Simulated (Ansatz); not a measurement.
**Response to strain in HfN**

Consider HfN in the rock salt structure (space group Fm-3m, No. 225; a = 4.4683 Å; relaxed with 0.1 eV smearing). Axes: x, y, z lie along the cube axes.

Strains are applied to the cell and any free atomic positions relax; under biaxial strain the out-of-plane vector relaxes too.

Computed with Ansatz (an electronic-structure program), LDA, PAW, cutoff 420 eV, scalar-relativistic without spin-orbit coupling.

```csv
"biaxial strain, plane normal [001], relaxed out of plane (%)",out-of-plane strain (%)
0,0.00
0.5,?
1,-0.33
1.5,-0.50
2,-0.66
2.5,-0.82
3,-0.99
```

### Question
Fit ε⊥ = −νε + γε² (strains in %) to the rows shown and predict the withheld row.

### Answer
Least squares on the printed values gives ν = 0.33 (the biaxial Poisson response) and γ = 0.001 (largest residual 0.00 %); this predicts -0.17 %, and the run gives -0.17 %, in agreement.

Whether these cells are dynamically stable was not tested. All final runs are without spin polarisation. An odd electron count without spin: HfN.
